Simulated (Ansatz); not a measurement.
```yaml
crystal:
  lattice:
    - [2.68072, 0.00000, 0.00000]
    - [0.00000, 2.68072, 0.00000]
    - [0.00000, 0.00000, 2.68072]
  atoms:
    - { symbol: Ti, position: [0.00000, 0.00000, 0.00000] }
    - { symbol: C, position: [0.50000, 0.50000, 0.50000] }
```

The cell was generated from a structure type, relaxed within its symmetry, and need not be the phase found at ambient conditions.

Q: Is this relaxed cell dynamically stable according to harmonic phonons (finite displacements on a 6×6×6 mesh, PBEsol in Ansatz, an electronic-structure program, k mesh 12×12×12, methfessel-paxton smearing of 0.15 eV)? If not, where is the strongest instability?

A: No. The softest mode is 406i cm⁻¹ at q = (0.000, 0.333, -0.500) in fractions of the reciprocal vectors of this cell, and 214 of the 216 wave vectors of the mesh carry a mode beyond 15i cm⁻¹.
